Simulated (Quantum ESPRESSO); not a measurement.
A self-consistent single point of Hf3Ge (I4/mmm, 4 atoms in the cell) with Quantum ESPRESSO.

Method: PBEsol, PSlibrary PAW (PBE) pseudopotentials (plane waves; Quantum ESPRESSO).

```
Hf3Ge
1.0
   -2.09397     2.09397     4.63807
    2.09397    -2.09397     4.63807
    2.09397     2.09397    -4.63807
Hf Ge
3 1
Direct
  0.75000   0.25000   0.50000
  0.25000   0.75000   0.50000
  0.50000   0.50000   0.00000
  0.00000   0.00000   0.00000
```

Reference input (self-consistent single point, DFT, PBEsol, plane waves, PSlibrary PAW (PBE) pseudopotentials): ecutwfc = 55 Ry; ecutrho = 330 Ry; occupations = smearing; smearing = methfessel-paxton; degauss = 0.0099958 Ry; input_dft = pbesol; potentials = {Hf: Hf.pbe-spn-kjpaw_psl.1.0.0.UPF, Ge: Ge.pbe-n-kjpaw_psl.1.0.0.UPF}; K_POINTS = automatic 8 8 8 0 0 0; conv_thr = 1e-10 Ry; mixing_beta = 0.7. This run's input differs from it in these lines:

```diff
@@ -12,4 +12,4 @@
   ntyp = 2
-  ecutwfc = 55
-  ecutrho = 330
+  ecutwfc = 63
+  ecutrho = 378
   occupations = 'smearing'
```

Output, abridged:

```
     Self-consistent Calculation

     iteration #  1     ecut=    63.00 Ry     beta= 0.70

     Threshold (ethr) on eigenvalues was too large:
     Diagonalizing with lowered threshold

     total energy              =   -2222.80390891 Ry
     estimated scf accuracy    <       0.10440894 Ry

     iteration #  2     ecut=    63.00 Ry     beta= 0.70

     total energy              =   -2222.78330391 Ry
     estimated scf accuracy    <       0.16794714 Ry

     iteration #  3     ecut=    63.00 Ry     beta= 0.70

     total energy              =   -2222.82527211 Ry
     estimated scf accuracy    <       0.04444429 Ry

   [... 7 blocks of this kind left out ...]

     iteration # 11     ecut=    63.00 Ry     beta= 0.70

     total energy              =   -2222.83085794 Ry
     estimated scf accuracy    <          2.8E-10 Ry

     iteration # 12     ecut=    63.00 Ry     beta= 0.70
     End of self-consistent calculation

     the Fermi energy is    13.8835 ev

!    total energy              =   -2222.83085794 Ry
     estimated scf accuracy    <          2.8E-11 Ry
     smearing contrib. (-TS)   =       0.00027164 Ry
     internal energy E=F+TS    =   -2222.83112957 Ry

     convergence has been achieved in  12 iterations

     Forces acting on atoms (cartesian axes, Ry/au):

     atom    1 type  1   force =     0.00000000    0.00000000    0.00000000
   [... zero for the other atoms too ...]

     Total force =     0.000000     Total SCF correction =     0.000000

          total   stress  (Ry/bohr**3)                   (kbar)     P=      -53.90
  -0.00037461  -0.00000000  -0.00000000          -55.11       -0.00       -0.00
  -0.00000000  -0.00037461  -0.00000000           -0.00      -55.11       -0.00
  -0.00000000  -0.00000000  -0.00035006           -0.00       -0.00      -51.50

   JOB DONE.
```

The run converged in 12 iterations. Against the reference run the free energy falls by 4.4 meV/atom and the pressure goes from -5.59 to -5.39 GPa.

The starting cell comes from a database of computed structures (which also holds hypothetical and non-ambient phases and stackings), without a prior relaxation at this level.

Cost on one core of a shared machine: roughly 5 min.
